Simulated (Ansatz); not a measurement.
**CsSnI3: stress against strain**

CsSnI3 (cubic perovskite, Pm-3m, 46.081 Å³/atom at rest) under an equal strain ε in the (001) plane with the normal axis free, as in a coherent film. PBEsol in Ansatz, a plane-wave DFT program (PAW, default set), 420 eV, 8×8×8 Γ-centred mesh, Fermi-Dirac smearing 0.05 eV; ions are relaxed within the symmetry of each cell. Stress is positive for a compressed cell.

Here s stands for strain and y for stress xx.

```csv
strain (%),stress xx (GPa)
-1.20,0.63
-0.60,0.30
0.00,0.00
0.60,-0.28
1.20,-0.53
3.00,?
```

Taking a straight line for y over the 5 complete rows: Means: s 0, y 0.024. About the means, the sum of products is -1.7400 and the sum of squares of s is 3.6000; the slope is their ratio. Least squares gives y = 0.024 - 0.4833·s. Residuals (row less fit): 0.026, -0.014, -0.024, -0.014, 0.026; standard error 0.028 (degrees of freedom: 3). The slope gives the biaxial elastic modulus of this plane = 48 ± 1.5 GPa.

### Question
What does the fit predict for y at s = 3.00, and how far is the calculated value from it?

### Answer
y = 0.024 - 0.4833 × 3.0 = -1.426 GPa. The calculation gives -1.19 GPa, 0.236 GPa above the prediction (13.0 % of the range of y in the table). The row lies outside the fitted rows, so this is an extrapolation. From the scatter of the fitted rows alone, a prediction at this place has a standard error of 0.053 GPa, so the miss is 4.5 times that.

One order more, fitted to all 11 runs of the series, follows each within 0.01, so the miss is the next term of a smooth law. This level leaves no gap over 0.05 eV at strain -1.20, -0.60, where the mesh may be coarse. The primitive cell can neither tilt nor turn polar against its symmetry, as such crystals can under strain. CsSnI3 is here the ideal cubic form; the compound distorts at low or room temperature. Rows are the converged runs of the series near zero and its far end; series whose fitted rows scatter by over a few per cent of the range, as at a crossing or softening among them, aren't shown in this form. Most that stay on the fit to the last digits aren't either.
